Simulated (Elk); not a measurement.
Band structure of PbSe₂ (I4/mcm, 6 atoms in the cell).

```
CELL_PARAMETERS angstrom
     -3.22050     3.22050     3.88034
      3.22050    -3.22050     3.88034
      3.22050     3.22050    -3.88034
ATOMIC_POSITIONS crystal
  Pb 0.25000 0.25000 0.00000
  Pb 0.75000 0.75000 0.00000
  Se 0.62982 0.12982 0.75964
  Se 0.37018 0.87018 0.24036
  Se 0.12982 0.37018 0.50000
  Se 0.87018 0.62982 0.50000
```

Computed with LDA (PW92), all-electron FP-LAPW, Elk's shipped species files, default APW+lo basis (Elk 10.2.4).

Settings: stype = 0; swidth = 0.00734986 Ha; ngridk = 4 4 4; rmtscf = 0.87; maxscl = 100.

The starting cell comes from a database of computed structures (which also holds hypothetical and non-ambient phases and stackings), without a prior relaxation at this level. Its lattice was rescaled by a random factor within 2.5 % of one. Spin-orbit coupling is off. Values depend on the basis (sphere radii, cutoffs, local orbitals), which need not be converged. The run gives no clean gap (levels at the Fermi energy touch, overlap or are partly filled at this smearing), which alone does not show that the compound is a metal.

Levels in eV from the Fermi level, bands 43 to 50:
```
point     43     44     45     46    47    48    49    50
-----  -----  -----  -----  -----  ----  ----  ----  ----
Γ      -3.12  -2.88  -2.87   0.03  2.29  2.29  3.33  3.33
X      -2.11  -1.17  -1.15  -0.26  1.29  1.42  1.77  1.98
Y      -1.18  -0.80  -0.54  -0.11  0.04  1.92  1.97  1.99
S      -1.34  -0.82  -0.26  -0.16  0.70  1.41  2.19  2.20
Z      -1.20  -1.20   0.12   0.14  1.42  1.42  1.42  2.36
S1     -1.34  -0.82  -0.26  -0.16  0.70  1.41  2.19  2.20
N      -2.03  -2.03  -0.76  -0.76  0.64  0.64  2.52  2.52
P      -2.05  -2.05  -0.81  -0.81  2.11  2.11  2.52  2.52
Y1     -1.18  -0.80  -0.54  -0.11  0.04  1.92  1.97  1.99
```

Bands cross the Fermi level along this path, so the cell is metallic at this level.
